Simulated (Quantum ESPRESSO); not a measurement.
Input and output of a self-consistent single point for Cr (Im-3m, 2 atoms in the cell) (Quantum ESPRESSO).

Method of the run: Wu-Cohen GGA, PSlibrary PAW (PBE) pseudopotentials (plane waves; Quantum ESPRESSO).

```xyz
2
Lattice="3.0042 0.0000 0.0000 0.0000 3.0042 0.0000 0.0000 0.0000 3.0042" Properties=species:S:1:pos:R:3 pbc="T T T"
Cr     0.0000     0.0000     0.0000
Cr     1.5021     1.5021     1.5021
```
Moments meant for the start (each program seeds them in its own way; μB, in the order of the atoms Cr Cr): 3.0 3.0.

Reference input (self-consistent single point, DFT, PBE, plane waves, PSlibrary PAW (PBE) pseudopotentials): ecutwfc = 55 Ry; ecutrho = 495 Ry; occupations = smearing; smearing = marzari-vanderbilt; degauss = 0.0036749 Ry; nspin = 2; potentials = {Cr: Cr.pbe-spn-kjpaw_psl.1.0.0.UPF}; K_POINTS = automatic 14 14 14 1 1 1; conv_thr = 1e-11 Ry; mixing_beta = 0.4. This run's input differs from it in these lines:

```diff
@@ -19,2 +19,3 @@
    starting_magnetization(1) = 0.214
+   input_dft = 'wc'
 /
```

Output, abridged:

```
     Self-consistent Calculation

     iteration #  1     ecut=    55.00 Ry     beta= 0.40

     Threshold (ethr) on eigenvalues was too large:
     Diagonalizing with lowered threshold

     total energy              =    -494.80763057 Ry
     estimated scf accuracy    <       0.23635543 Ry

     total magnetization       =     2.75 Bohr mag/cell
     absolute magnetization    =     2.75 Bohr mag/cell

     iteration #  2     ecut=    55.00 Ry     beta= 0.40

     total energy              =    -494.86608484 Ry
     estimated scf accuracy    <       0.05677273 Ry

     total magnetization       =     2.51 Bohr mag/cell
   [... lines left out ...]
     absolute magnetization    =     1.60 Bohr mag/cell

   [... 18 blocks of this kind left out ...]

     iteration # 22     ecut=    55.00 Ry     beta= 0.40

     total energy              =    -494.94388741 Ry
     estimated scf accuracy    <          1.7E-11 Ry

     total magnetization       =     0.00 Bohr mag/cell
     absolute magnetization    =     0.00 Bohr mag/cell

     iteration # 23     ecut=    55.00 Ry     beta= 0.40

     Magnetic moment per site  (integrated on atomic sphere of radius R)
     atom   1 (R=0.357)  charge= 12.3394  magn= -0.0000
     atom   2 (R=0.357)  charge= 12.3397  magn=  0.0000
     End of self-consistent calculation

     Number of k-points >= 100: set verbosity='high' to print the bands.

     the Fermi energy is    15.9948 ev

!    total energy              =    -494.94388741 Ry
     estimated scf accuracy    <          1.4E-12 Ry
     smearing contrib. (-TS)   =      -0.00005492 Ry
     internal energy E=F+TS    =    -494.94383249 Ry

     total magnetization       =     0.00 Bohr mag/cell
     absolute magnetization    =     0.00 Bohr mag/cell

     convergence has been achieved in  23 iterations

     Forces acting on atoms (cartesian axes, Ry/au):

     atom    1 type  1   force =     0.00000000    0.00000000    0.00000000
     atom    2 type  1   force =     0.00000000    0.00000000    0.00000000

     Total force =     0.000000     Total SCF correction =     0.000000

          total   stress  (Ry/bohr**3)                   (kbar)     P=     -361.91
  -0.00246018   0.00000000   0.00000000         -361.91        0.00        0.00
   0.00000000  -0.00246018   0.00000000            0.00     -361.91        0.00
   0.00000000   0.00000000  -0.00246018            0.00        0.00     -361.91

   JOB DONE.
```

The run converged in 23 iterations. Against the reference run the pressure goes from -29.96 to -36.19 GPa.

The starting cell comes from a database of computed structures (which also holds hypothetical and non-ambient phases and stackings), without a prior relaxation at this level. Its lattice was rescaled by a random factor within 2.5 % of one. The starting moments vanished: the run ended non-magnetic, which need not be the lowest state. With a pressure of about -36 GPa the cell is away from its equilibrium volume at this level.

Cost on one core of a shared machine: roughly 2 min.
